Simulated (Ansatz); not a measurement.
**Response to strain in hypothetical CsCl type SiGe**

The parent structure is SiGe in the CsCl type structure (space group Pm-3m, No. 221; a hypothetical phase, not in the database extracts checked; relaxed with 0.1 eV smearing).

```xyz
2
Lattice="3.2003 0.0000 0.0000 0.0000 3.2003 0.0000 0.0000 0.0000 3.2003" Properties=species:S:1:pos:R:3 pbc="T T T"
Ge     0.0000     0.0000     0.0000
Si     1.6001     1.6001     1.6001
```

Cartesian axes are those of the cell as printed.

Strains are applied to the cell and any free atomic positions relax; under biaxial strain the out-of-plane vector relaxes too.

Level of theory: Ansatz (a program for electronic structure), PBEsol, PAW, cutoff 420 eV, no spin-orbit coupling.

Candidates:
(a) uniaxial strain ε_xx = +2.97 %
(b) biaxial strain +1.20 %, plane normal [110], relaxed out of plane
(c) isotropic strain +1.79 %
(d) isotropic strain −0.94 %

Notes on the quantities. energy relative to the base: free energy F.

### Question
Order them by energy relative to the base, lowest first.

### Answer
(b) biaxial strain +1.20 %, plane normal [110], relaxed out of plane (+0.9 meV/atom), (a) uniaxial strain ε_xx = +2.97 % (+2.6 meV/atom), (d) isotropic strain −0.94 % (+3.6 meV/atom), (c) isotropic strain +1.79 % (+12 meV/atom)

Whether these cells are dynamically stable was not tested. All final runs are without spin polarisation.
